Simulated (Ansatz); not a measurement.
Fluorite AuAl2: LDA at its full settings (plane-wave cutoff 520 eV, 16×16×16 k mesh, Fermi–Dirac smearing 0.05 eV, scalar-relativistic PAW data made under PBE) and at cheaper ones, in a cell of 3 atoms with Γ-centred meshes.

```csv
level and setting,lattice parameter a (Å),bulk modulus B0 (GPa)
LDA (Ansatz),5.956,121
LDA (2×2×2 k mesh) (Ansatz),5.875,146
LDA (4×4×4 k mesh) (Ansatz),5.943,127
```

Largest shifts from the full settings: lattice constant a -1.36 % (LDA (2×2×2 k mesh)); bulk modulus +21 % (LDA (2×2×2 k mesh)).

Ansatz's density-functional and Hartree–Fock values are scalar-relativistic unless marked +SOC, with PAW data made under PBE.

Run with cheap settings on purpose, which may leave them unconverged: LDA (2×2×2 k mesh), LDA (4×4×4 k mesh).

Ansatz is a first-principles code.
